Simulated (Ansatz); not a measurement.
MoTe2: energy against strain

MoTe2 (2H layered, P6_3/mmc, 24.170 Å³/atom and stress up to 0.01 GPa in the relaxed cell, c along z) under an equal strain ε in the (0001) plane with the normal axis free, as in a coherent film. PBE-D3(BJ) in Ansatz, a plane-wave DFT program (PAW, default set), 420 eV, 11×11×3 Γ-centred mesh, Fermi-Dirac smearing 0.05 eV; ions are relaxed, or left where forces stay under 0.02 eV/Å, within the symmetry of each cell.

Here s stands for strain and y for E less E0.

```
strain (%)  E less E0 (meV/atom)
----------  --------------------
-3.00                          ?
-1.20                       3.50
-0.60                       0.87
0.00                        0.00
0.60                        0.84
1.20                        3.33
```

Taking a parabola for y over the 5 complete rows: Least squares gives y = 0.001 - 0.0617·s + 2.3710·s². Residuals (row less fit): 0.011, -0.022, -0.001, 0.022, -0.011; standard error 0.025 (degrees of freedom: 2). The quadratic coefficient over the volume, 2.3710 meV × 10⁴ × 0.1602 / 24.170 Å³, is the biaxial elastic modulus of this plane = 157 ± 1 GPa (± standard error of the fit, which holds the terms cut off).

Task: What does the fit predict for y at s = -3.00, and how far is the calculated value from it?

Result: y = 0.001 - 0.0617 × (-3.0) + 2.3710 × (-3.0)² = 21.525 meV/atom. The calculation gives 22.85 meV/atom, 1.325 meV/atom above the prediction (5.8 % of the range of y in the table). The row lies outside the fitted rows, so this is an extrapolation. From the scatter of the fitted rows alone, a prediction at this place has a standard error of 0.159 meV/atom, so the miss is 8.3 times that.

A polynomial of degree 3 through the 10 other runs of the series gives 22.78 there, so most of the miss is curvature that the fit leaves out. Spin-orbit coupling is left out, which can shift these values for the heavy elements here. Rows are the converged runs of the series near zero and its far end; series whose fitted rows scatter by over a few per cent of the range, as at a crossing or softening among them, aren't shown in this form, nor equations of state whose B0' disagrees with the runs' pressures. Most that stay on the fit to the last digits aren't either.
